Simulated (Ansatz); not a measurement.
# K: energy against strain

K (bcc, Im-3m, 70.898 Å³/atom at rest) under an equal strain ε in the (001) plane with the normal axis free, as in a coherent film. PBEsol in Ansatz, a plane-wave DFT program (PAW, default set), 420 eV, 18×18×18 Γ-centred mesh, Fermi-Dirac smearing 0.10 eV; ions are relaxed within the symmetry of each cell.

Here s stands for strain and y for E less E0.

```csv
strain (%),E less E0 (meV/atom)
-1.50,0.13
-1.00,0.07
-0.50,0.02
0.00,0.00
0.50,0.03
1.00,0.09
1.50,0.21
3.00,?
```

Q: Using a parabola, estimate the missing y at s = 3.00 from the other rows, showing the fit.

A: Least squares gives y = 0.005 + 0.0207·s + 0.0738·s². Residuals (row less fit): -0.010, 0.012, 0.007, -0.005, -0.004, -0.010, 0.008; standard error 0.011 (degrees of freedom: 4). Twice the quadratic coefficient over the volume, 2 × 0.0738 meV × 10⁴ × 0.1602 / 70.898 Å³, is twice the biaxial elastic modulus of this plane = 3.3 ± 0.2 GPa. At the withheld row, y = 0.005 + 0.0207 × 3.0 + 0.0738 × 3.0² = 0.731 meV/atom. The calculation gives 0.96 meV/atom, 0.229 meV/atom above the prediction (23.9 % of the range of y in the table). The row lies outside the fitted rows, so this is an extrapolation. From the scatter of the fitted rows alone, a prediction at this place has a standard error of 0.042 meV/atom, so the miss is 5.5 times that.

One order more, fitted to all 13 runs of the series, follows each within 0.01, so the miss is the next term of a smooth law. In a metal these values are sensitive to mesh and smearing; energies are taken to zero smearing, stresses follow the free energy. Rows are the converged runs of the series near zero and its far end; series whose fitted rows scatter by over a few per cent of the range, as at a crossing or softening among them, aren't shown in this form. Most that stay on the fit to the last digits aren't either.
